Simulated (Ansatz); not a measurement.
Consider NaI in the CsCl type structure (space group Pm-3m, No. 221; a = 4.062 Å; a hypothetical phase, not in the database extracts checked). Axes: x, y, z lie along the cube axes.

(Cell as relaxed with PBE.)

Levels (all Ansatz, a quantum-chemistry and plane-wave program, PAW): PBE (420 eV, no spin-orbit coupling); r2SCAN (500 eV, without spin-orbit coupling).

Each level relaxes its own structure.

| base | PBE | r2SCAN |
|---|---|---|
| volume per atom | 33.51 Å³ | 32.96 Å³ |
| lattice parameter a | 406.2 pm | 404.0 pm |
| band gap | 2.28 eV | 3.06 eV |

The change: uniaxial stress, 0.5 GPa tension along x; all other stress components relax to zero.

| quantity | PBE | r2SCAN |
|---|---|---|
| strain response (xx, yy, zz) | (+1.10, −0.01, −0.01) % | (+0.97, 0.00, 0.00) % |
| band gap | 2.24 eV | 3.02 eV |
| shortest interatomic distance | 353.1 pm | 351.0 pm |
| energy relative to the base (free energy F) | +0.6 meV/atom | +0.5 meV/atom |

PBE's band gap lies 0.78 eV below r2SCAN's; PBE's shortest interatomic distance lies 2.1 pm above r2SCAN's (0.6 %). Neither level is exact; r2SCAN is the comparison here, not a measurement.

Spin-orbit coupling, missing from the scalar runs, can matter with I. Beyond what the load breaks, stability against distortions was not tested.
